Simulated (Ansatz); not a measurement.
Rh: element substitutions

Consider Rh in the fcc (Cu type) structure (space group Fm-3m, No. 225; a = 3.780 Å).

Each row replaces one element on all its sites; cell and atoms are relaxed.

The values are results of DFT with PBEsol, PAW potentials and a 420 eV plane-wave cutoff in Ansatz (a first-principles code), no SOC, not measurements.

Before the change:

| Property | Value |
|---|---|
| Lattice parameter a | 3.780 Å |

Problem. The aim is a lattice parameter a between 4.805 Å and 5.135 Å. Which of these changes reaches it?
A) Rh → Ir
B) Rh → Pt
C) Rh → Bi

Solution. C, Rh → Bi. It gives 4.943 Å; Rh → Pt gives 3.918 Å; Rh → Ir gives 3.830 Å. Changes not listed may reach it too

Stability against distortions was not tested. As relaxed here, Bi is a hypothetical phase, not in the database extracts checked. All final runs are without spin polarisation. Pt lies near a magnetic instability that expansion can trigger; it was not tested.
